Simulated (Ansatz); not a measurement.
Levels about the gap of amorphous Si$_{24}$O$_{51}$Sc$_{2}$ (77 atoms in a cell of 1152 Å³, 2.28 g/cm³; zone centre alone, so wide bands show as single levels with stretches between that a denser mesh fills), at the geometry that PBE relaxed, where it gives -0.1 GPa on a denser mesh. The participation number counts the atoms over which a state spreads; weights are charges in smoothed Voronoi cells. The levels come from a single point, so bond lengths are those of that geometry. Method of the levels: PBE, scalar-relativistic without spin-orbit coupling (Ansatz, an electronic-structure program). Sampling: the zone centre alone; Fermi-Dirac width 0.02 eV; no spin polarisation. At PBE the levels at the filled edge of the gap are localised (band-tail or defect states), and the nearest spread-out levels lie 5.0 eV apart at the zone centre.

Preparation: random packing, a CHGNet melt and quench, and a DFT relaxation. O atoms were pushed apart under 1.9 Å during the dynamics, to hinder bonds among them. The hot cell started wider than the set density and was brought back towards it in steps. It is the lowest in DFT energy of 2 quenches. It is a model cell: composition and starting density were chosen by hand, and all elements were melted together. No dispersion term was used. Its density started from a set value of 2.28 and ended at 2.28 g/cm³. Cooling (nominally 480 K/ps over its main leg) ran many orders faster than in experiment, which tends to leave more defects and strain. Values belong to this one cell and scatter from quench to quench. The volume was held where the preparation left it, at a PBE pressure of -0.1 GPa (tension). Stress components on the final sampling reach 1.8 GPa.

| E - E(highest filled), eV | filling | participation number | largest on | weight O | weight Sc | weight Si |
|---|---|---|---|---|---|---|
| -0.63 | filled | 11.7 | O, 2 neighbours | 0.94 | 0.02 | 0.04 |
| -0.58 | filled | 18.3 | O, 2 neighbours | 0.95 | 0.02 | 0.03 |
| -0.52 | filled | 14.3 | O, 2 neighbours | 0.94 | 0.03 | 0.03 |
| -0.46 | filled | 6.6 | O, 2 neighbours | 0.95 | 0.02 | 0.03 |
| -0.40 | filled | 16.4 | O, 3 neighbours | 0.94 | 0.03 | 0.03 |
| -0.33 | filled | 11.0 | O, 2 neighbours | 0.95 | 0.02 | 0.03 |
| 0.00 | filled | 4.0 | O, 2 neighbours | 0.94 | 0.03 | 0.03 |
| 4.62 | empty | 61.9 | O, 2 neighbours | 0.69 | 0.05 | 0.26 |
| 5.02 | empty | 1.8 | Sc, 5 neighbours | 0.21 | 0.76 | 0.03 |
| 5.18 | empty | 3.4 | Sc, 5 neighbours | 0.20 | 0.76 | 0.03 |
| 5.26 | empty | 3.4 | Sc, 5 neighbours | 0.21 | 0.76 | 0.03 |
| 5.33 | empty | 3.6 | Sc, 5 neighbours | 0.23 | 0.74 | 0.03 |
| 5.47 | empty | 2.4 | Sc, 5 neighbours | 0.22 | 0.74 | 0.04 |
| 5.62 | empty | 3.9 | Sc, 5 neighbours | 0.26 | 0.68 | 0.06 |

Most localised among these is the empty level at +5.02 eV, on a Sc atom, which has 5 neighbours (O 1.91 Å, O 1.95 Å, O 2.15 Å, O 2.33 Å, O 2.35 Å).
